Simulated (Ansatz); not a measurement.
Structures of equal composition on the (0001) surface of hcp Ti: a layer of V in place of the second plane; a layer of V in place of the third plane. The slabs share one bottom face, and each structure is named by its start. These are constructed structures in small cells; real faces may alloy, dewet or reconstruct in larger ones, and not all known structures of the face are among them. Slabs of about 12 Å with all that they carry, Fermi-Dirac smearing of 0.1 eV. Bottom of the slabs: a bare face, its two planes held. Relaxed from the named starts with such symmetry as they have, on meshes of like density; energies extrapolated to zero smearing; no spin-orbit coupling, no U. Spin-polarised runs, if any, are marked in brackets, and their order is one that fits the cell; the others ran without spin.

The numbers are results of PBE (plane waves to 420 eV, PAW; Ansatz, a quantum-chemistry and plane-wave program), not measurements.

Question: Put the candidates in order of energy per 1x1 cell, lowest first, for PBE.

Answer: a layer of V in place of the second plane (0.000 eV [spin, 0.8 μB a cell]), a layer of V in place of the third plane (0.106 eV [spin, 1.9 μB a cell])
